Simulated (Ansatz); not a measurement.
A zone-centre phonon calculation of LuAu₂ (I4/mmm, 3 atoms in the cell) with Ansatz (a first-principles code).

Level of theory: LDA (PW92), default PAW files made with PBE (plane waves; Ansatz).

```
CELL_PARAMETERS angstrom
     -1.83158     1.83158     4.47095
      1.83158    -1.83158     4.47095
      1.83158     1.83158    -4.47095
ATOMIC_POSITIONS crystal
  Lu 0.00000 0.00000 0.00000
  Au 0.66394 0.66394 0.00000
  Au 0.33606 0.33606 0.00000
```

Reference input (self-consistent single point, DFT, LDA (PW92), plane waves, default PAW files made with PBE): basis.ecutwfc = 420 eV; kpoints.mp_grid.grid = 13 13 13; hamiltonian.xc = lda; hamiltonian.pseudopotentials = {kind: paw} (the program's default PAW files); scf.occupations.method = gaussian; scf.occupations.width = 0.1 eV. This run's input differs from it in these lines:

```diff
@@ -22,7 +22,5 @@
     method: gaussian
-    width: 0.1
-output:
-  forces: true
-  eigenvalues: true
-  stress: true
+    width: 0.5
+phonons:
+  method: dfpt
```

Output, abridged:

```
SCF iter   1: F=—  HF=-40225.567230 eV  |F-HF|=—  |Δ(HF+E_count)|=         —  Δρ=5.85e-3  dr2=1.94e-2  ethr=1.77e-3  ⟨swp⟩=5.4  Hψ=59127  notcnv=0
all-band conjugate gradients solve this SCF's bands
preconditioner: auto → Kerker (q_TF=auto, 2.751 Å⁻¹)
SCF iter   2: F=—  HF=-40225.562024 eV  |F-HF|=—  |Δ(HF+E_count)|=   5.21e-3  Δρ=2.87e-3  dr2=3.74e-3  ethr=3.08e-5  ⟨swp⟩=2.1  Hψ=28022  notcnv=0  defer=3
   [... lines left out ...]
SCF iter   8: F=—  HF=-40225.561020 eV  |F-HF|=—  |Δ(HF+E_count)|=   2.17e-8  Δρ=7.46e-6  dr2=2.63e-8  ethr=1.18e-10  ⟨swp⟩=3.0  Hψ=30480  notcnv=0  defer=4
SCF iter   9: F=—  HF=-40225.561020 eV  |F-HF|=—  |Δ(HF+E_count)|=   1.14e-8  Δρ=1.40e-6  dr2=6.14e-10  ethr=4.18e-11  ⟨swp⟩=2.9  Hψ=30260  notcnv=0  defer=4
SCF iter  10: F=—  HF=-40225.561020 eV  |F-HF|=—  |Δ(HF+E_count)|=  1.96e-10  Δρ=2.41e-7  dr2=2.84e-11  ethr=1.00e-12  ⟨swp⟩=2.3  Hψ=24235  notcnv=0  defer=4
SCF iter  11: F=-40225.561020 eV  HF=-40225.561020 eV  |F-HF|=7.28e-12  |Δ(HF+E_count)|=  7.28e-12  Δρ=7.19e-8  dr2=3.34e-12  ethr=1.00e-12  ⟨swp⟩=13.3  Hψ=100027  notcnv=0
SCF 1 converged in 11 iterations: F = -40225.561020 eV  dr2 = 3.34e-12
DFPT response loops at Γ: preconditioner auto → Kerker (q_TF=auto, 2.751 Å⁻¹) (partly filled bands, converged f_vac=0.000) …
the response loops of the zone centre start from zero, take more passes and end by a threshold …
Free energy (F): -40225.561020 eV
Internal energy: -40225.441534 eV  (E = F + TS)
E sigma→0 (E₀):  -40225.501277 eV
Entropy (-TS):   -0.119486 eV (-39.829 meV/atom)
Fermi energy:    18.213662 eV
   [... lines left out ...]
  ASR residual: 2.543e-4 → 0.000e0 eV/Å²; symmetrization residual: 7.520e-5 eV/Å²
  ASR residual per site (eV/Å²): 2.13e-4 2.54e-4 2.54e-4
  Γ frequencies (cm⁻¹): 0.00 0.00 0.00 72.04 72.04 101.77 101.77 107.04 117.08
  non-analytic LO–TO correction: not included (Born effective charges unavailable; polar crystals: no LO–TO splitting at Γ)
```

The run converged in 11 iterations. 

Summary of the result:
| Quantity | Value |
|---|---|
| Free energy E − TS (on the zero of these files) | -40225.5610 eV |
| Fermi level (on the code's own zero) | 18.21 eV |
| Zone-centre frequencies (cm⁻¹; negative means imaginary) | 0, 0, 0, 72, 72, 102, 102, 107, 117 |

The starting cell comes from a database of computed structures (which also holds hypothetical and non-ambient phases and stackings), without a prior relaxation at this level. Its lattice was rescaled by up to half a per cent.

Cost on one core of a shared machine: roughly 20 min.

Keys are those of Ansatz 0.2.
